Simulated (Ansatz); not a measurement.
Start from BN in the wurtzite structure (space group P6_3mc, No. 186).

```
BN
1.0
    2.52320     0.00000     0.00000
   -1.26160     2.18516     0.00000
    0.00000     0.00000     4.17514
B N
2 2
Direct
  0.33333   0.66667   0.00030
  0.66667   0.33333   0.50030
  0.33333   0.66667   0.37470
  0.66667   0.33333   0.87470
```

Cartesian axes are those of the cell as printed.

Computed with plane-wave PAW DFT at the LDA level (Ansatz, a first-principles code, 420 eV), spin-orbit coupling left out.

Perturbation: the cell is compressed by 1.80 % along z with no lateral relaxation; the atoms relax in the strained cell.

Problem. Predict the stress tensor and what it implies for the stiffness.

Solution. Stress of the strained cell less that of the base (GPa, compression positive):
```
   1.28    0.00    0.00
   0.00    1.28    0.00
   0.00    0.00   20.87
```

Then −Δσ_ii/ε with ε = -0.0180 gives secant stiffness values (nonlinear terms included at this strain): C33 ≈ 1160 GPa, C13 ≈ 71 GPa and C23 ≈ 71 GPa.

As a check, the harmonic strain energy −½ V₀ Δσ:ε is 6.7 meV/atom; the computed energy rise is 6.6 meV/atom.

No phonon test of stability was made.
